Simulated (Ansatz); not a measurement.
RhSi, response to strain

Base system: RhSi (space group Pnma, No. 62; a = 5.537 Å, b = 3.061 Å, c = 6.369 Å; a cell from a computed database, its experimental status unchecked). Axes: x, y, z lie along a, b, c of the conventional cell.

Strains are applied to the cell and any free atomic positions relax; under biaxial strain the out-of-plane vector relaxes too.

All numbers come from Ansatz (a quantum-chemistry and plane-wave program), PBEsol, PAW, cutoff 420 eV, scalar-relativistic without spin-orbit coupling.

Notes on the quantities. energy relative to the base: free energy F; pressure: mean of the normal stresses, compression positive.

| change | energy relative to the base | pressure | volume per atom |
|---|---|---|---|
| base | 0 meV/atom | 0.0 GPa | 13.49 Å³ |
| biaxial strain −0.96 %, plane normal [001], relaxed out of plane | – | 2.2 GPa | 13.35 Å³ |
| isotropic strain +0.68 % | … | -4.3 GPa | 13.77 Å³ |
| isotropic strain +4.43 % | +140 meV/atom | -21.1 GPa | 15.37 Å³ |
| uniaxial strain ε_yy = +0.83 % | +0.7 meV/atom | … | 13.61 Å³ |

Task: Some entries are withheld; estimate them.

Result: 
- isotropic strain +0.68 %, energy relative to the base: +3.8 meV/atom
- uniaxial strain ε_yy = +0.83 %, pressure: -1.5 GPa

Stability against distortions was not tested. All final runs are without spin polarisation.
